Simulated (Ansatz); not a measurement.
Results of PBEsol (Ansatz, a first-principles code, plane waves, PAW) for Al2Cu (I4/mcm, No. 140).

Settings: plane-wave cutoff 520 eV, 18×18×18 k mesh, Fermi–Dirac smearing 0.088 eV (set by the program), no spin polarisation, scalar-relativistic PAW data made under PBE.

Cell (relaxed at this level):

```
CELL_PARAMETERS angstrom
     -2.99916     2.99916     2.41013
      2.99916    -2.99916     2.41013
      2.99916     2.99916    -2.41013
ATOMIC_POSITIONS crystal
  Al 0.15911 0.65911 0.81822
  Al 0.65911 0.84089 0.50000
  Al 0.34089 0.15911 0.50000
  Al 0.84089 0.34089 0.18178
  Cu 0.25000 0.25000 0.00000
  Cu 0.75000 0.75000 0.00000
```

### Question
Estimate the Voigt–Reuss–Hill bulk modulus, Voigt–Reuss–Hill shear modulus (Hill average), Young modulus and Poisson ratio that the calculation returns.

### Answer

- Voigt–Reuss–Hill bulk modulus = 109 GPa
- Voigt–Reuss–Hill shear modulus (Hill average) = 45.1 GPa
- Young modulus = 119 GPa
- Poisson ratio = 0.318

Elastic constants are with the ions relaxed.

Computing time: roughly 90 core-minutes.
